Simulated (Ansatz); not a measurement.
Take CaMnO3 in the cubic perovskite structure (space group Pm-3m, No. 221; a = 3.719 Å; ferromagnetic; a cell from a computed database, its experimental status unchecked) as the base.

The values are results of PBEsol, PAW, 420 eV (Ansatz, a first-principles code; spin-orbit coupling left out), not measurements.

Base values:

```
Item                   Value
-------------------  -------
Lattice parameter a  3.719 Å
Band gap                zero
```

Modification: every O is replaced by Se; the structure is relaxed again.

Q: How does this affect the lattice parameter a?

A: The lattice parameter a goes up by 1.110 Å, from 3.719 Å to 4.829 Å.

Q: What happens to the band gap?

A: The band gap is still zero.

Whether these cells are dynamically stable was not tested. As relaxed here, CaMnSe3 is a hypothetical phase, not in the database extracts checked. No Hubbard U is applied and the magnetic state is the run's own (CaMnO3 ferromagnetic); small cells can't hold the antiferromagnetic order that many such compounds have, so gaps and moments can be off. Many cubic perovskites are stable only at high temperature; tilts and polar distortions were not tested.
